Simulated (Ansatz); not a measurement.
Electronic density of states of amorphous Al$_{28}$O$_{45}$Ga$_{2}$, density 3.12 g/cm³, on a 2×2×2 Γ-centred mesh with a Gaussian width of 0.1 eV; energies count from the Fermi level, whose place inside the gap is arbitrary. Cell and mesh are small, so fine structure isn't converged. The numbers are results of PBE, scalar-relativistic without spin-orbit coupling (plane waves to 420 eV, PAW; Ansatz, a quantum-chemistry and plane-wave program), not measurements. Sampling: a 2×2×2 Γ-centred mesh; Fermi-Dirac width 0.02 eV; no spin polarisation. At PBE the levels at the filled edge of the gap are localised (band-tail or defect states), and the nearest spread-out levels lie 3.7 eV apart at the zone centre.

Preparation: random packing, a CHGNet melt and quench, and a DFT relaxation. O atoms were pushed apart under 1.9 Å during the dynamics, to hinder bonds among them. The hot cell started wider than the set density and was brought back towards it in steps. It is the lowest in DFT energy of 2 quenches. It is a model cell: composition and starting density were chosen by hand, and all elements were melted together. No dispersion term was used. Its density started from a set value of 3.25 and ended at 3.12 g/cm³. Cooling (nominally 340 K/ps over its main leg) ran many orders faster than in experiment, which tends to leave more defects and strain. A cell of this size samples the disorder only roughly. Volume and shape were free in the relaxation.

```tsv
E - EF (eV)	states/(eV atom)
-12.00	0.00
-11.90	0.00
-11.80	0.00
-11.70	0.00
-11.60	0.00
-11.50	0.00
-11.40	0.00
-11.30	0.00
-11.20	0.00
-11.10	0.00
-11.00	0.00
-10.90	0.00
-10.80	0.00
-10.70	0.00
-10.60	0.00
-10.50	0.00
-10.40	0.00
-10.30	0.00
-10.20	0.00
-10.10	0.00
-10.00	0.00
-9.90	0.00
-9.80	0.00
-9.70	0.00
-9.60	0.00
-9.50	0.00
-9.40	0.00
-9.30	0.00
-9.20	0.00
-9.10	0.00
-9.00	0.00
-8.90	0.00
-8.80	0.00
-8.70	0.00
-8.60	0.00
-8.50	0.02
-8.40	0.12
-8.30	0.20
-8.20	0.21
-8.10	0.20
-8.00	0.25
-7.90	0.28
-7.80	0.31
-7.70	0.39
-7.60	0.37
-7.50	0.34
-7.40	0.41
-7.30	0.44
-7.20	0.42
-7.10	0.41
-7.00	0.39
-6.90	0.39
-6.80	0.39
-6.70	0.42
-6.60	0.42
-6.50	0.44
-6.40	0.45
-6.30	0.48
-6.20	0.53
-6.10	0.57
-6.00	0.58
-5.90	0.60
-5.80	0.56
-5.70	0.55
-5.60	0.59
-5.50	0.59
-5.40	0.59
-5.30	0.61
-5.20	0.57
-5.10	0.54
-5.00	0.55
-4.90	0.56
-4.80	0.62
-4.70	0.67
-4.60	0.69
-4.50	0.67
-4.40	0.62
-4.30	0.58
-4.20	0.57
-4.10	0.58
-4.00	0.63
-3.90	0.66
-3.80	0.67
-3.70	0.70
-3.60	0.69
-3.50	0.70
-3.40	0.76
-3.30	0.83
-3.20	0.84
-3.10	0.78
-3.00	0.76
-2.90	0.77
-2.80	0.71
-2.70	0.61
-2.60	0.55
-2.50	0.54
-2.40	0.59
-2.30	0.58
-2.20	0.55
-2.10	0.52
-2.00	0.48
-1.90	0.46
-1.80	0.38
-1.70	0.24
-1.60	0.17
-1.50	0.06
-1.40	0.00
-1.30	0.00
-1.20	0.00
-1.10	0.00
-1.00	0.00
-0.90	0.00
-0.80	0.00
-0.70	0.00
-0.60	0.00
-0.50	0.00
-0.40	0.00
-0.30	0.00
-0.20	0.00
-0.10	0.00
0.00	0.00
0.10	0.00
0.20	0.00
0.30	0.00
0.40	0.00
0.50	0.00
0.60	0.00
0.70	0.00
0.80	0.00
0.90	0.00
1.00	0.00
1.10	0.00
1.20	0.00
1.30	0.00
1.40	0.00
1.50	0.01
1.60	0.02
1.70	0.00
1.80	0.00
1.90	0.00
2.00	0.00
2.10	0.01
2.20	0.03
2.30	0.04
2.40	0.04
2.50	0.02
2.60	0.05
2.70	0.07
2.80	0.05
2.90	0.04
3.00	0.07
3.10	0.06
3.20	0.04
3.30	0.06
3.40	0.09
3.50	0.07
3.60	0.10
3.70	0.11
3.80	0.10
3.90	0.15
4.00	0.15
4.10	0.09
4.20	0.11
4.30	0.14
4.40	0.15
4.50	0.19
4.60	0.22
4.70	0.23
4.80	0.19
4.90	0.21
5.00	0.20
5.10	0.19
5.20	0.21
5.30	0.27
5.40	0.31
5.50	0.32
5.60	0.29
5.70	0.28
5.80	0.32
5.90	0.34
6.00	0.39
6.10	0.37
6.20	0.33
6.30	0.33
6.40	0.34
6.50	0.36
```

The level gap on this mesh is 3.14 eV; the broadening fills part of it in the curve.
